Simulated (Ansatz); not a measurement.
Start from Os in the hcp (Mg type) structure (space group P6_3/mmc, No. 194; a = 2.754 Å, c = 4.347 Å; relaxed with 0.1 eV smearing). Axes: x lies along a and z along c of the hexagonal cell.

All numbers come from Ansatz (an electronic-structure program), PBE, PAW, cutoff 420 eV, no spin-orbit coupling.

For the base:

* **Shortest interatomic distance**: 2.693 Å

Modification: compressive biaxial strain of 1.00 % in the plane normal to [001], as in epitaxy on a mismatched substrate; the out-of-plane cell vector and the atoms relax.

**Question.** What does the calculation give for the out-of-plane strain after the change?

**Answer.** The out-of-plane strain comes out as +0.53 %.

**Question.** What does the calculation give for the in-plane stress after the change?

**Answer.** The mean in-plane stress (compression positive) is +8.9 GPa.

**Question.** How does this affect the shortest interatomic distance?

**Answer.** The shortest interatomic distance remains 2.693 Å.

Whether these cells are dynamically stable was not tested. All final runs are without spin polarisation.
